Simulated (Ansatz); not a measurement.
The parent structure is BN (space group P6_3/mmc, No. 194; a = 2.506 Å, c = 6.615 Å; layered, stacked along the Cartesian z axis).

The values are results of Kohn–Sham DFT with the PBE-D3(BJ) functional, run in Ansatz (a program for electronic structure) with PAW and 420 eV plane waves, no SOC, not measurements.

Strains are applied to the cell and any free atomic positions relax.

One change was made to it. Results:

The width of the top valence band shrinks by 0.03 eV to 3.19 eV; the mean gap deformation potential ΔEg/Δln V amounts to -1.1 eV; the smallest direct gap shrinks by 0.044 eV (4.64 eV → 4.59 eV); the energy goes up by 2.2 meV/atom.

Problem. Which of these changes matches the shifts?
(A) isotropic strain +1.80 %
(B) isotropic strain +0.60 %
(C) isotropic strain +2.40 %

Solution. B, isotropic strain +0.60 %. For comparison, the energy relative to the base in the other runs: isotropic strain +2.40 % gives +33 meV/atom; isotropic strain +1.80 % gives +19 meV/atom.

No phonon test of stability was made.
